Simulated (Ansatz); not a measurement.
Worked example: self-consistent single point of YbGe2 (P6_222, 9 atoms in the cell) in Ansatz (a program for electronic structure).

Method: PBE-D4 (plane waves, PAW; Ansatz).

```xyz
9
Lattice="5.3094 0.0000 0.0000 -2.6547 4.5981 0.0000 0.0000 0.0000 7.6364" Properties=species:S:1:pos:R:3 pbc="T T T"
Yb     2.6547     0.0000     0.0000
Yb     1.3274     2.2991     2.5455
Yb    -1.3274     2.2991     5.0909
Ge     0.0000     1.5228     0.0000
Ge     3.9907     0.7614     2.5455
Ge     1.3359     3.8367     5.0909
Ge     2.6547     3.0753     0.0000
Ge    -1.3359     3.8367     2.5455
Ge     1.3188     0.7614     5.0909
```
Moments meant for the start (each program seeds them in its own way; μB, in the order of the atoms Yb Yb Yb Ge Ge Ge Ge Ge Ge): 1.0 1.0 1.0 0.0 0.0 0.0 0.0 0.0 0.0.

Reference input (self-consistent single point, DFT, PBE, plane waves, default PAW files): basis.ecutwfc = 30.9 Ry; kpoints.mp_grid.grid = 4 4 3; hamiltonian.xc = pbe; hamiltonian.pseudopotentials = {kind: paw} (the program's default PAW files); magnetization.spin_polarized = true; scf.occupations.method = gaussian; scf.occupations.width = 0.0037 Ry. This run's input differs from it in these lines:

```diff
@@ -21,2 +21,3 @@
   xc: pbe
+  dispersion: d4
   pseudopotentials: { kind: paw }
```

Output (repeated stretches shortened):

```
SCF iter   1: F=—  HF=-67160.580294 eV  |F-HF|=—  |Δ(HF+E_count)|=         —  Δρ=3.45e-2 (↑3.45e-2 ↓1.59e-2)  dr2=1.07e0  dr2_m=9.16e-1  M=0.741 μB ∫|m|=0.741 μB  β_m=0.30  ethr=6.79e-4  ⟨swp⟩=2.1  Hψ=7592  notcnv=0
Mixer restart at iter 1: flushing history
all-band conjugate gradients solve this SCF's bands
preconditioner: auto → Kerker (q_TF=auto, 2.648 Å⁻¹)
spin=Collinear: Kerker preconditioning applied to the charge; magnetization (m = ρ↑ − ρ↓) channel mixes plain (no charge-response kernel on spin).
   [... lines left out ...]
SCF iter  13: F=—  HF=-67160.365707 eV  |F-HF|=—  |Δ(HF+E_count)|=   1.74e-8  Δρ=5.83e-7 (↑5.83e-7 ↓4.21e-7)  dr2=1.64e-9  dr2_m=1.37e-11  M=0.000 μB ∫|m|=0.000 μB  β_m=0.97  ethr=8.97e-12  ⟨swp⟩=2.8  Hψ=2925  notcnv=0  defer=176
SCF iter  14: F=-67160.365707 eV  HF=-67160.365707 eV  |F-HF|=3.74e-8  |Δ(HF+E_count)|=   5.79e-9  Δρ=2.05e-6 (↑2.05e-6 ↓2.03e-6)  dr2=2.96e-8  dr2_m=2.72e-13  M=0.000 μB ∫|m|=0.000 μB  ethr=1.05e-12  ⟨swp⟩=8.0  Hψ=7883  notcnv=0
SCF 1 converged in 14 iterations: F = -67160.365707 eV  dr2 = 2.96e-8
WARN: the starting moments were not kept: the SCF closed with an absolute magnetisation of 2.1e-6 μB, where they sum to 3 μB in size (3 sites) …
Magnetization: 0.0000 μB (78.0000 up, 78.0000 down)
   [... lines left out ...]
Absolute magnetization: 0.0000 μB (∫|ρ↑−ρ↓|, with the PAW one-centre terms)
Free energy (F): -67160.365707 eV
Fermi energy:    12.736362 eV
   [... lines left out ...]
  atom   9  Ge    -0.23066259    -0.13317311     0.00000000
--- Stress (GPa, compression-positive) ---
       -0.671245       0.000000      -0.000000
        0.000000      -0.671245       0.000000
       -0.000000       0.000000       0.573729
  P = ⅓ Tr σ = -0.2563 GPa (-2.563 kbar)
  The stress holds the Pulay correction. Without it, at fixed plane waves, as pw.x and ABINIT print it: P = -0.2878 GPa
```

The run converged in 14 iterations. Against the reference run the pressure goes from 2.33 to -0.26 GPa and the largest force hardly changes (0.271 to 0.266 eV/Å).

The starting cell was generated: these elements placed on a structure prototype, without a prior relaxation; it need not be a known phase or ordering of this composition. The starting moments vanished: the run ended non-magnetic, which need not be the lowest state. The program warned that a starting moment was not kept. Ansatz's pressure includes its estimate of the finite-basis (Pulay) stress.

Cost on one core of a shared machine: roughly 40 s.

Keys are those of Ansatz 0.2.
